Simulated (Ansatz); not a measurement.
Ansatz (a first-principles code) run on Zn2CuN2 (C2/m, 10 atoms in the cell): self-consistent single point.

Method of the run: PBEsol, default PAW files made with PBE (plane waves; Ansatz).

```
Zn2CuN2
1.0
    5.63736    -1.79238     0.00000
    5.63736     1.79238     0.00000
   -3.72005     0.00000     6.32236
Zn Cu N
4 2 4
Cartesian
  2.04281   0.00000   3.09473
  5.51187   0.00000   3.22763
  9.52288   0.00000   1.40951
 -1.96821   0.00000   4.91285
  6.72294   0.00000   0.60467
  0.83174   0.00000   5.71769
  7.69597   0.00000   2.24355
 -0.14129   0.00000   4.07881
  2.78726   0.00000   5.04562
  4.76741   0.00000   1.27674
```

Reference input (self-consistent single point, DFT, PBEsol, plane waves, default PAW files made with PBE): basis.ecutwfc = 30.9 Ry; kpoints.mp_grid.grid = 7 7 4; hamiltonian.xc = pbesol; hamiltonian.pseudopotentials = {kind: paw} (the program's default PAW files); scf.occupations.method = fermi_dirac; scf.occupations.width = 0.0073 Ry. This run's input differs from it in these lines:

Ansatz 0.2 input:
```diff
@@ -17,3 +17,3 @@
 basis:
-  ecutwfc: 30.9 Ry
+  ecutwfc: 21.7 Ry
 kpoints:
```

The program printed (abridged):

```
SCF iter   1: F=—  HF=-27810.460896 eV  |F-HF|=—  |Δ(HF+E_count)|=         —  Δρ=2.20e-2  dr2=4.38e-1  ethr=1.77e-3  ⟨swp⟩=5.6  Hψ=13406  notcnv=0  defer=81
all-band conjugate gradients solve this SCF's bands
preconditioner: auto → LDOS
SCF iter   2: F=—  HF=-27811.060273 eV  |F-HF|=—  |Δ(HF+E_count)|=   5.99e-1  Δρ=6.42e-2  dr2=3.10e0  ethr=4.13e-4  ⟨swp⟩=2.1  Hψ=8091  notcnv=0  defer=194  recentre
   [... lines left out ...]
SCF iter   6: F=—  HF=-27810.241268 eV  |F-HF|=—  |Δ(HF+E_count)|=   2.19e-4  Δρ=5.96e-4  dr2=1.61e-4  ethr=2.16e-6  ⟨swp⟩=2.0  Hψ=6103  notcnv=0  defer=208
SCF iter   7: F=—  HF=-27810.241382 eV  |F-HF|=—  |Δ(HF+E_count)|=   1.14e-4  Δρ=1.65e-4  dr2=1.17e-5  ethr=1.52e-7  ⟨swp⟩=2.0  Hψ=6101  notcnv=0  defer=208
SCF iter   8: F=—  HF=-27810.241365 eV  |F-HF|=—  |Δ(HF+E_count)|=   1.73e-5  Δρ=2.74e-5  dr2=5.80e-7  ethr=1.11e-8  ⟨swp⟩=2.0  Hψ=5960  notcnv=0  defer=208
SCF iter   9: F=-27810.241365 eV  HF=-27810.241365 eV  |F-HF|=6.06e-8  |Δ(HF+E_count)|=   2.40e-7  Δρ=1.04e-5  dr2=7.85e-8  ethr=9.43e-11  ⟨swp⟩=9.1  Hψ=15805  notcnv=0
SCF 1 converged in 9 iterations: F = -27810.241365 eV  dr2 = 7.85e-8
Free energy (F): -27810.241365 eV
Internal energy: -27810.159229 eV  (E = F + TS)
E sigma→0 (E₀):  -27810.200297 eV
Entropy (-TS):   -0.082136 eV (-8.214 meV/atom)
Fermi energy:    8.998957 eV
--- Forces (eV/Å), atoms counted from 1 ---
  atom   1  Zn    -0.06685652     0.00000000     0.09361725
  atom   2  Zn     0.06685652    -0.00000000    -0.09361725
  atom   3  Zn    -0.09134165     0.00000000     0.13310997
  atom   4  Zn     0.09134165    -0.00000000    -0.13310997
  atom   5  Cu     0.02907489    -0.00000000     0.05179410
  atom   6  Cu    -0.02907489     0.00000000    -0.05179410
  atom   7  N      0.07080609     0.00000000    -0.14550814
  atom   8  N     -0.07080609    -0.00000000     0.14550814
  atom   9  N      0.08185587     0.00000000     0.18855719
  atom  10  N     -0.08185587    -0.00000000    -0.18855719
--- Stress (GPa, compression-positive) ---
       -5.440331      -0.000000      -0.319540
       -0.000000      -7.845490       0.000000
       -0.319539       0.000000      -6.718283
  P = ⅓ Tr σ = -6.6680 GPa (-66.680 kbar)
  The stress holds the Pulay correction. Without it, at fixed plane waves, as pw.x and ABINIT print it: P = -30.0190 GPa
```

The run converged in 9 iterations. Against the reference run the free energy rises by 251 meV/atom, the pressure goes from -6.52 to -6.67 GPa and the largest force goes from 0.239 to 0.206 eV/Å.

The starting cell comes from a database of computed structures (which also holds hypothetical and non-ambient phases and stackings), without a prior relaxation at this level. Spin polarisation is off. Ansatz's pressure includes its estimate of the finite-basis (Pulay) stress. Without the estimate this run gives -30.02 GPa. The cutoff lies below the one recommended for these files. The run gives no clean gap (levels at the Fermi energy touch, overlap or are partly filled at this smearing), which alone does not show that the compound is a metal.
